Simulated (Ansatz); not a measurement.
Take a 16-atom supercell of TiC in the rock salt structure (space group Fm-3m, No. 225) at its relaxed geometry as the base.

```
CELL_PARAMETERS angstrom
      0.00000     4.32781     4.32781
      4.32781     0.00000     4.32781
      4.32781     4.32781     0.00000
ATOMIC_POSITIONS crystal
  C  0.00000 0.00000 0.00000
  C  0.00000 0.00000 0.50000
  C  0.00000 0.50000 0.00000
  C  0.00000 0.50000 0.50000
  C  0.50000 0.00000 0.00000
  C  0.50000 0.00000 0.50000
  C  0.50000 0.50000 0.00000
  C  0.50000 0.50000 0.50000
  Ti 0.25000 0.25000 0.25000
  Ti 0.25000 0.25000 0.75000
  Ti 0.25000 0.75000 0.25000
  Ti 0.25000 0.75000 0.75000
  Ti 0.75000 0.25000 0.25000
  Ti 0.75000 0.25000 0.75000
  Ti 0.75000 0.75000 0.25000
  Ti 0.75000 0.75000 0.75000
```

All numbers come from r2SCAN (Ansatz, a first-principles code; PAW; 500 eV plane waves; spin-orbit coupling left out).

Before the change:

```
Property   Result
--------  -------
Pressure  0.0 GPa
```

It is then changed as follows: one C atom is replaced by Ti, atoms relaxed at fixed cell, starting from a slightly rattled geometry.

Tabulated Pauling electronegativity and covalent radius: C 2.55, 0.76 Å; Ti 1.54, 1.60 Å.

Task: Estimate the effect on the pressure.

Result: The pressure goes from zero to 19.2 GPa.

Task: How does this affect the largest displacement of a host atom from its site in the perfect cell?

Result: The largest displacement of a host atom from its site in the perfect cell amounts to 0.29 Å.

Task: Estimate the effect on the shift of the substituted atom off its lattice site.

Result: The shift of the substituted atom off its lattice site amounts to 0.99 Å.

In so small a cell the defect repeats every few ångströms: this is an ordered compound, not a dilute defect. All final runs are without spin polarisation. The defect cell is not spin-polarised.
